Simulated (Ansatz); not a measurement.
## Input and output of a self-consistent single point for Ru3W (Fm-3m, 4 atoms in the cell) (Ansatz)

Computed with PBE (plane waves, PAW; Ansatz, a first-principles code).

Input:

Ansatz 0.2 input:
```yaml
# Ru3W
crystal:
  lattice:
    - [0.00000000, 3.33934900, 3.33934900]
    - [3.33934900, 0.00000000, 3.33934900]
    - [3.33934900, 3.33934900, 0.00000000]
  atoms:
    - { symbol: W, position: [0.00000000, 0.00000000, 0.00000000] }
    - { symbol: Ru, position: [0.50000000, 0.50000000, 0.50000000] }
    - { symbol: Ru, position: [0.25000000, 0.25000000, 0.25000000] }
    - { symbol: Ru, position: [0.75000000, 0.75000000, 0.75000000] }
kpoints:
  mp_grid:
    grid: [9, 9, 9]
hamiltonian:
  xc: pbe
  pseudopotentials:
    kind: paw
scf:
  occupations:
    method: methfessel_paxton
    width: 0.0073 Ry
output:
  forces: true
  eigenvalues: true
  stress: true
```

The program printed (abridged):

```
WARN basis.ecutwfc = 420 eV, the default
WARN ansatz: RAYON_NUM_THREADS=1 ignored (pool sized by the plan → 1); use --threads N
Pseudopotentials: kind: paw
Pseudopotential: W, paw, valence charge 14
Pseudopotential: Ru, paw, valence charge 16
Crystal: 4 atoms, lattice volume = 74.476 Å³
Basis set: ecut = 420 eV, 1459 PW (Γ), exchange–correlation on 64×64×64 points (8 copies of the dense FFT grid, shifted against one another)
Bands: 38, of which v1, the nominal top of the filled ones, is band 31 counted from 1 (30 counted from 0)
Symmetry: 48 space group operations
Space group: Fm-3m (ITA 225), of the structure as read, at distance tolerance 4.2e-5 Å
k-points: 35 of 729
Initial density: superposition of atomic densities (neutral atoms: chi_scale 0, normalization atom), corrected by the library's trained network
Initial wavefunctions: pseudopotential atomic-orbital guess
Eigensolver: davidson
Functional: x = pbe(κ = 0.804, μ = 0.2195149727645171), c = pbe(β = 0.06672455060314922)
SCF iter   1: F=—  HF=-28016.764653 eV  |F-HF|=—  |Δ(HF+E_count)|=         —  Δρ=1.84e-2  dr2=4.95e-1  ethr=1.77e-3  ⟨swp⟩=4.7  Hψ=4345  notcnv=0
all-band conjugate gradients solve this SCF's bands
preconditioner: auto → Kerker (q_TF=auto, 2.646 Å⁻¹)
SCF iter   2: F=—  HF=-28016.744713 eV  |F-HF|=—  |Δ(HF+E_count)|=   1.99e-2  S|Δr|=    0.00e0  Δρ=8.24e-3  dr2=1.02e-1  ethr=7.98e-4  ⟨swp⟩=1.0  Hψ=1610  notcnv=0
SCF iter   3: F=—  HF=-28016.739098 eV  |F-HF|=—  |Δ(HF+E_count)|=   5.61e-3  S|Δr|=    0.00e0  Δρ=1.45e-3  dr2=7.15e-4  ethr=1.64e-4  ⟨swp⟩=1.0  Hψ=1300  notcnv=0
SCF iter   4: F=—  HF=-28016.739070 eV  |F-HF|=—  |Δ(HF+E_count)|=   2.80e-5  S|Δr|=    0.00e0  Δρ=2.28e-4  dr2=6.59e-5  ethr=1.15e-6  ⟨swp⟩=2.4  Hψ=2310  notcnv=0
SCF iter   5: F=—  HF=-28016.739065 eV  |F-HF|=—  |Δ(HF+E_count)|=   4.47e-6  S|Δr|=    0.00e0  Δρ=4.11e-5  dr2=1.35e-6  ethr=1.06e-7  ⟨swp⟩=1.1  Hψ=1304  notcnv=0
SCF iter   6: F=-28016.739065 eV  HF=-28016.739065 eV  |F-HF|=3.31e-8  |Δ(HF+E_count)|=   4.28e-8  S|Δr|=    0.00e0  Δρ=8.77e-6  dr2=5.58e-8  ethr=1.61e-10  ⟨swp⟩=7.3  Hψ=5276  notcnv=0
SCF 1 converged in 6 iterations: F = -28016.739065 eV  dr2 = 5.58e-8
SCF converged after 6 iterations
Stability not checked (fill_not_monotonic)
Free energy (F): -28016.739065 eV
Harris-Foulkes:  -28016.739065 eV  (|F-HF|=3.31e-8)
Internal energy: -28016.739111 eV  (E = F + TS)
E sigma→0 (E₀):  -28016.739077 eV
Entropy (-TS):   0.000046 eV (0.011 meV/atom)
Fermi energy:    16.606772 eV
--- Per-component energies (eV) ---
  E_band       = -622.260906
  E_kinetic    = 1959.805695
  E_local      = -5488.912418  (includes V_loc(G=0)·N_el)
  E_nonlocal   = 1032.505123
  E_hartree    = 1800.194916
  E_xc         = -823.837668
  E_vxc        = -936.513526  (∫ρ·V_xc dr)
  E_paw        = -18944.188994  (= ΣΔE_a)
  E_vpaw       = -789.525679  (= ΣTr[D̂ρ^β])
  E_aug_tail   = -0.000599  (compensation charges beyond the density's cutoff)
  E_ewald      = -7552.305165
  E_smearing   = 0.000046  (= −TS)
  E_closure    = -0.000000  (closes the sum)
  Σ components = -28016.739065   (vs F -28016.739065, Δ=0.00e0)
--- Forces (eV/Å), atoms counted from 1 ---
  atom   1  W     -0.00000000     0.00000000     0.00000000
   [... zero for the other atoms too ...]
  max |Σ_I F_I| component: 1.39e-17 eV/Å
--- Stress (GPa, compression-positive) ---
      -38.938446      -0.000000      -0.000000
        0.000000     -38.938446      -0.000000
       -0.000000       0.000000     -38.938446
  P = ⅓ Tr σ = -38.9384 GPa (-389.384 kbar)
  The stress holds the Pulay correction. Without it, at fixed plane waves, as pw.x and ABINIT print it: P = -38.9813 GPa
--- Band table (eV; the first three rows and the last of 35) ---
  k-point 0: bands = ["-58.1051", "-56.0636", "-56.0524", "-55.7431", "-26.0292", "-26.0292", "-26.0292", "-26.0169", "-26.0169", "-26.0169", "-25.6787", "-25.6787", "-25.6787", "-22.1930", "-22.1930", "-22.1930", "9.6341", "12.3850", "12.3850", [...]
  k-point 1: bands = ["-58.1051", "-56.0631", "-56.0527", "-55.7433", "-26.0375", "-26.0318", "-26.0318", "-26.0157", "-26.0157", "-26.0075", "-25.6798", "-25.6776", "-25.6776", "-22.1934", "-22.1929", "-22.1929", "9.7940", "12.4779", "12.4779", [...]
  k-point 2: bands = ["-58.1049", "-56.0618", "-56.0534", "-55.7440", "-26.0451", "-26.0368", "-26.0368", "-26.0138", "-26.0138", "-25.9972", "-25.6826", "-25.6747", "-25.6747", "-22.1943", "-22.1924", "-22.1924", "10.2522", "12.7439", "12.7439", [...]
  k-point 34: bands = ["-58.1046", "-56.0572", "-56.0565", "-55.7461", "-26.0799", "-26.0454", "-26.0444", "-26.0257", "-25.9798", "-25.9792", "-25.6851", "-25.6769", "-25.6618", "-22.1949", "-22.1930", "-22.1893", "12.1420", "12.6072", "12.6448", [...]
```

The run converged in 6 iterations.

The starting cell was generated: these elements placed on a structure prototype, without a prior relaxation; it need not be a known phase or ordering of this composition. Its lattice was rescaled by a random factor within 2.5 % of one. Spin-orbit coupling is off. Spin polarisation is off. With a pressure of about -39 GPa the cell is away from its equilibrium volume at this level. Ansatz's pressure includes its estimate of the finite-basis (Pulay) stress.
